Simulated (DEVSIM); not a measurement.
System: abrupt Si n-p junction, at 300 K.

| layer (left to right) | material | thickness (μm) | Nd (cm⁻³) | Na (cm⁻³) | τn (s) | τp (s) |
|---|---|---|---|---|---|---|
| 1 | Si | 0.640 | 9.5e18 | - | 1.3e-5 | 1.3e-5 |
| 2 | Si | 1.80 | - | 1.4e15 | 1.3e-5 | 1.3e-5 |

Left contact: ohmic. Right contact: ohmic. Voltage is applied to the left contact. Recombination: SRH at mid-gap, radiative. Mobility is μmin + (μ − μmin)/(1 + (N/Nref)^α).

Constants are typed, rounded textbook-type inputs, not results; the design itself was drawn at random and stands for no fabricated device. Values at 300 K.

```tsv
parameter	Si
gap (eV)	1.124
affinity (eV)	4.05
permittivity	11.7
Nc (cm⁻³)	2.86e19
Nv (cm⁻³)	3.1e19
μn (cm²/Vs)	1417
μp (cm²/Vs)	470
μn,min	52
μp,min	45
Nref,n	9.7e16
Nref,p	2.2e17
αn	0.68
αp	0.72
B (cm³/s)	4.7e-15
```

Model (solved in DEVSIM): 1D drift-diffusion, Boltzmann statistics, complete ionisation; no tunnelling, impact ionisation, image-force lowering or self-heating.

The doping Na of layer 2 was swept, all else fixed.

| doping Na of layer 2 (cm^-3) | potential step across the device at zero bias (V) | dark forward voltage at 100 A/cm² (V) | largest field in the device at zero bias (V/cm) | dark forward voltage at 1 A/cm² (V) |
|---|---|---|---|---|
| 4.2e13 | 0.746 | 0.607 | 170000 | 0.396 |
| 1.4e14 | 0.777 | 0.616 | 170000 | 0.436 |
| 4.2e14 | 0.806 | 0.627 | 170000 | 0.470 |
| 1.4e15 | 0.837 | 0.645 | 170000 | 0.506 |
| 4.2e15 | 0.865 | 0.667 | 170000 | 0.538 |
| 1.4e16 | 0.896 | 0.697 | 170000 | 0.573 |
| 4.2e16 | 0.925 | 0.729 | 190000 | 0.608 |

From the first row to the last the potential step across the device at zero bias goes from 0.746 to 0.925. From the first row to the last the dark forward voltage at 100 A/cm² goes from 0.607 to 0.729.
